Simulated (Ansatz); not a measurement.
Defect migration in wurtzite AlN: Sc-vacancy pair (Sc on one host Al site, one Al site vacant), charge state -3. The step: a nearby Al atom hops onto the vacant site (Sc-vacancy distance between ideal sites 3.09 → 4.40 Å); the atom moves 3.04 Å along (0.00, -0.97, 0.01) of the unit cell; the moving atom starts with neighbours N at 1.80, N at 1.90, N at 1.92, N at 1.94 Å and ends with N at 1.80, 2 N at 1.90, N at 1.94 Å. DFT values are from Ansatz (plane-wave PAW, 420 eV unless said) in a cell of 72 host sites, spin-restricted, static, with no finite-size correction. The charge state is imposed; whether it is stable for some Fermi level was not computed. Forms of the defect that were not tried may lie lower. The start lies 0.27 eV above the lowest site run (PBE). For the PBE band: the saddle point's order was not checked.

| Level | Forward barrier (eV) | Cost of the band or of the saddle's single point |
|---|---|---|
| CHGNet universal potential (has no charge state), its own band | 1.63 | - |
| PBE, the Γ point alone, band relaxed | 2.46 | very roughly 2.8 core-minutes |
| PBE, a 2×2×2 k-point mesh shifted by half a step along c, same geometries | 2.30 | about 40 core-seconds (a rough figure) |
| r2SCAN at 500 eV, the Γ point alone, same geometries | ___ | around 28 core-seconds (rough) |

Q: Complete the blanks.

A: 
- r2SCAN at 500 eV, the Γ point alone, same geometries, Forward barrier (eV): 2.71

Ansatz is a quantum-chemistry and plane-wave program.
